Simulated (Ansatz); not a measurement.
We consider CeBr₃ (P6₃/m, No. 176; cell taken from a computed entry), described by PBEsol (plane waves, PAW; Ansatz, an electronic-structure program).

Settings: plane-wave cutoff 500 eV, 6×6×10 k mesh (along the axes of the cell as run), Fermi–Dirac smearing 0.05 eV, spin-polarised start, scalar-relativistic PAW data made under PBE.

Computed at the level's own relaxed cell.

### Question
Estimate the equilibrium volume per atom, lattice parameter a and c axis length that the calculation returns.

### Answer

- equilibrium volume per atom: 29.58 Å³/atom
- lattice parameter a: 7.935 Å
- c axis length: 4.340 Å

Note: the magnetic order was assumed, not searched for or taken from measurement; the relaxation could not lower the start's symmetry, so the cell can be a saddle point above a distorted one; the 4f shell is treated without U or exact exchange, so its levels and filling can be wrong.

Spin–orbit coupling is not included.

Computed values are for the static lattice.
